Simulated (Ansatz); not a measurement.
Reference: BaTe (Fm-3m), PBEsol, rigid bands (plane waves, PAW, scalar-relativistic; Ansatz, a program for electronic structure); axes and stresses refer to this cell.

```xyz
2
Lattice="0.0000 3.4707 3.4707 3.4707 0.0000 3.4707 3.4707 3.4707 0.0000" Properties=species:S:1:pos:R:3 pbc="T T T"
Ba     0.0000     0.0000     0.0000
Te     3.4707     3.4707     3.4707
```

The hole conductivity mass is 0.59 mₑ. The Seebeck coefficient, p-type 1e19 cm⁻³ comes out as 345 μV/K and the band gap is 1.46 eV.

Change: spin-orbit coupling switched on. What happens to hole conductivity mass, Seebeck coefficient, p-type 1e19 cm⁻³, band gap?

hole conductivity mass shrinks to 0.50 mₑ; Seebeck coefficient, p-type 1e19 cm⁻³ falls to 273 μV/K; band gap shrinks to 1.19 eV.

Masses are for dilute carriers at 300 K, harmonic means over directions unless an axis is named. Seebeck coefficients are for the stated density at 300 K, with one relaxation time for all states and whether or not that doping can be reached. Spin-orbit coupling is left out unless a row names it; without it the gap and masses of crystals with these elements can be far off. 

Formula and space group known from diffraction (Crystallography Open Database), not checked to be the room-temperature form: BaTe (Fm-3m).
